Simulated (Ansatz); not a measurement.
**A computed series for VO2: pressure series**

Base system: VO₂ in the rutile structure (space group P4_2/mnm, No. 136; a = 4.584 Å, c = 2.839 Å; ferromagnetic).

Cell and atoms are relaxed at each pressure.

The values are results of PBE (Ansatz, a first-principles code, PAW, no spin-orbit coupling), not measurements.

| P (GPa) | V (Å³/atom) |
|---|---|
| -1.00 | 9.985 |
| 3.00 | 9.813 |
| 7.00 | 9.657 |
| 15.00 | 9.384 |
| 29.99 | 8.963 |
| 49.99 | 8.517 |

Question: Fit a third-order Birch–Murnaghan equation of state.

Answer: Least squares on P(V) = (3B₀/2)[(V₀/V)^(7/3) − (V₀/V)^(5/3)]·[1 + (3/4)(B₀′ − 4)((V₀/V)^(2/3) − 1)] gives V₀ = 9.94 Å³/atom, B₀ = 230 GPa and B₀′ = 4.4.

The magnetic state is the one reached from the starting moments; the real material's order can differ, and small cells can't hold many antiferromagnetic ones. Load acts through the strain it causes; cell and atoms are relaxed under it. Stability against distortions was not tested. Competing high-pressure phases were not computed. No Hubbard U is applied, and correlation can decide whether such a compound is a metal.
